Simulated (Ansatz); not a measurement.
Reference: BaF$_{2}$ (Fm-3m), PBEsol, rigid bands (plane waves, PAW, scalar-relativistic; Ansatz, a quantum-chemistry and plane-wave program); axes and stresses refer to this cell.

```xyz
3
Lattice="0.0000 3.0687 3.0687 3.0687 0.0000 3.0687 3.0687 3.0687 0.0000" Properties=species:S:1:pos:R:3 pbc="T T T"
Ba     0.0000     0.0000     0.0000
F      1.5344     1.5344     1.5344
F      4.6031     4.6031     4.6031
```

* **electron conductivity mass**: 0.49 mₑ
* **Seebeck coefficient, n-type 1e19 cm⁻³**: -210 μV/K
* **band gap**: 6.83 eV

Task: Change: functional r2SCAN on the same cell. What happens to electron conductivity mass, Seebeck coefficient, n-type 1e19 cm⁻³, band gap?

Result: electron conductivity mass grows to 0.51 mₑ; Seebeck coefficient, n-type 1e19 cm⁻³ moves little, to -215 μV/K; band gap grows to 7.53 eV.

Masses are for dilute carriers at 300 K, harmonic means over directions unless an axis is named. Seebeck coefficients are for the stated density at 300 K, with one relaxation time for all states and whether or not that doping can be reached. Spin-orbit coupling is left out unless a row names it.
